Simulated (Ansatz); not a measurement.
Given:

```xyz
2
Lattice="0.0000 2.8266 2.8266 2.8266 0.0000 2.8266 2.8266 2.8266 0.0000" Properties=species:S:1:pos:R:3 pbc="T T T"
Cu     0.0000     0.0000     0.0000
I      1.4133     1.4133     1.4133
```

No spin polarisation.

Method: PBE in Ansatz (plane waves to 420 eV, PAW, no SOC). k-mesh 9×9×9 (Γ-centred); smearing 0.05 eV (Fermi–Dirac).

Question: Predict the hole mass, band gap and gap character.

Answer: The hole mass (degenerate bands, along [100]) is 0.22, 0.48, 0.48 mₑ (at Γ), the band gap is 1.77 eV and the gap character comes out as direct at Γ.

Spin-orbit coupling, missing from the scalar runs, can matter with I. Load acts through the strain it causes; cell and atoms are relaxed under it. Effective masses come from finite differences of ±0.01 Å⁻¹. No phonon test of stability was made. Tetrahedral semiconductors of this kind turn to denser phases somewhere between about 1 and 50 GPa; those were not computed, so compressed cells here can lie past the real transition. The final runs are not spin-polarised. The cell was made from CuI in the zinc blende structure (space group F-43m, No. 216) by this change: pressure 15 GPa.

Ansatz is a first-principles code.
